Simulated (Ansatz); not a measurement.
# A short convergence ladder for MnBe3 (Pm-3m, 4 atoms in the cell)

```
MnBe3
1.0
    3.23548     0.00000     0.00000
    0.00000     3.23548     0.00000
    0.00000     0.00000     3.23548
Be Mn
3 1
Cartesian
  0.00000   1.61774   1.61774
  1.61774   0.00000   1.61774
  1.61774   1.61774   0.00000
  0.00000   0.00000   0.00000
```
Moments meant for the start (each program seeds them in its own way; μB, in the order of the atoms Be Be Be Mn): 0.0 0.0 0.0 4.0.

Base method: LDA (PW92), default PAW files made with PBE (plane waves; Ansatz, an electronic-structure program).

Base settings: basis.ecutwfc = 420 eV; kpoints.mp_grid.grid = 10 10 10; hamiltonian.xc = lda; hamiltonian.pseudopotentials = {kind: paw} (the program's default PAW files); magnetization.spin_polarized = true; scf.occupations.method = gaussian; scf.occupations.width = 0.1 eV.

Core times come from one kind of shared machine, to one figure; runs under 30 s give none.

**The force threshold of a relaxation**

On MnBe3 (P4mm, 4 atoms in the cell): one atom moved by 0.15 angstrom.

In this ladder: relax = atoms.

The mesh stays at the base's, so the ladder's end is converged at best in this setting alone.

Only quantities that move along the ladder and can be compared are tabulated.

| relax.f_tol | free energy less the last step's (meV/atom) | largest force left (eV/Å) | relaxation steps | core time / last (rough) |
|---|---|---|---|---|
| 0.2 eV/Å | 0.17 | 0.1287 | 3 | 0.7 |
| 0.1 eV/Å | 0.00 | 0.0008 | 4 | 0.8 |
| 0.05 eV/Å | 0.00 | 0.0008 | 4 | 0.9 |
| 0.03 eV/Å | 0.00 | 0.0008 | 5 | 0.9 |
| 0.02 eV/Å | 0.00 | 0.0008 | 5 | 0.9 |
| 0.01 eV/Å | 0.00 | 0.0008 | 5 | 0.9 |
| 0.005 eV/Å | 0.00 | 0.0008 | 5 | 0.9 |
| 0.002 eV/Å | 0.00 | 0.0008 | 5 | 0.9 |
| 0.001 eV/Å | 0.00 | 0.0008 | 5 | 1 |

Coarsest relax.f_tol that holds the largest force left within 0.02 eV/Å of the last step, with all finer ones: 0.1 eV/Å; the step before is off by 0.13 eV/Å.

Coarsest relax.f_tol that holds the free energy within 0.05 meV/atom of the last step, with all finer ones: 0.1 eV/Å; the step before is off by 0.17 meV/atom.

On the base run: the starting cell comes from a database of computed structures (which also holds hypothetical and non-ambient phases and stackings), without a prior relaxation at this level. Its lattice was rescaled by up to half a per cent. The moments shrank to a small part of their start, a low-spin state that need not be the lowest. In the base run, with a pressure of about -8 GPa the cell is away from its equilibrium volume at this level.

Keys are those of Ansatz 0.2.
